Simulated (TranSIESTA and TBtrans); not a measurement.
Junction: hexatriene-1,6-diyl held by thiolate S between two Ag chains. Leads: straight Ag chain, spacing 2.65 Å. Geometry: 16 atoms about the centre moved by SIESTA (PBE, SZP) to a largest force of 0.04 eV/Å, all others as built. Transport runs along z; the first 4 and the last 4 of the 28 atoms are the lead cells, repeated to infinity.

```xyz
28
Lattice="11.817 0.000 0.000 0.000 11.817 0.000 0.000 0.000 44.908" Properties=species:S:1:pos:R:3 pbc="F F T"
Ag     5.908     5.908     0.000
Ag     5.908     5.908     2.650
Ag     5.908     5.908     5.300
Ag     5.908     5.908     7.950
Ag     5.908     5.908    10.600
Ag     5.908     5.908    13.250
Ag     5.904     5.911    15.835
S      5.988     7.978    16.836
C      5.314     7.258    18.324
C      6.092     6.725    19.387
C      5.518     6.189    20.610
C      6.300     5.628    21.649
C      5.725     5.091    22.871
C      6.503     4.559    23.935
S      5.828     3.835    25.421
H      4.158     7.291    18.524
H      7.249     6.703    19.275
H      4.365     6.211    20.738
H      7.453     5.606    21.520
H      4.568     5.113    22.982
H      7.659     4.527    23.736
Ag     5.913     5.905    26.417
Ag     5.908     5.908    29.008
Ag     5.908     5.908    31.658
Ag     5.908     5.908    34.308
Ag     5.908     5.908    36.958
Ag     5.908     5.908    39.608
Ag     5.908     5.908    42.258
```

Run with TranSIESTA and TBtrans (open boundaries, self-consistent; PseudoDojo norm-conserving potentials, scalar-relativistic): PAO.BasisSize DZP, PAO.EnergyShift 0.15 eV, XC.Authors PBE, Mesh.Cutoff 150 Ry, ElectronicTemperature 300 K, TS.Voltage 0.0 eV, TBT.Elecs.Eta 0.001 eV, no spin polarisation.

Energies count from the leads' Fermi level. Transmissions are for one spin of a degenerate pair. The energy step is 0.02 eV; narrower resonances are cut or missed.

```tsv
E (eV)	T
-0.20	0.962
-0.16	0.952
-0.12	0.940
-0.08	0.925
-0.04	0.907
0.00	0.885
0.04	0.860
0.08	0.830
0.12	0.795
0.16	0.757
0.20	0.714
```

**Question.** Give the zero-bias conductance in μS and the resistance at 300 K.

**Answer.** At the Fermi level T = 0.885. Averaged with −∂f/∂E over the full grid (kT = 25.9 meV) it is 0.883. With G0 = 2e²/h = 77.48 μS, G = 68.4 μS and R = 1/G = 14.6 kΩ.

**Question.** Estimate the thermopower by Mott's formula S = −(π²/3)(kB²T/e) d ln T/dE from the rows at -0.04 and 0.04 eV.

**Answer.** d ln T/dE = -0.665 eV⁻¹ and (π²/3) kB²T/e = 7.33 μV/K · eV, so S = 4.9 μV/K; the full integral gives 4.9 μV/K. A positive sign means that T falls with energy over the thermal window, as for transport through filled levels below the Fermi level.

**Question.** The eigenchannels at the Fermi level transmit 0.885. What Fano factor of the shot noise follows at low temperature and bias?

**Answer.** F = Σ τ(1 − τ)/Σ τ = 0.102/0.885 = 0.11.

The leads are straight chains one atom wide, held at their spacing: model electrodes, not surfaces. Semilocal functionals put molecular levels too close to the Fermi level and tend to overestimate such conductances.
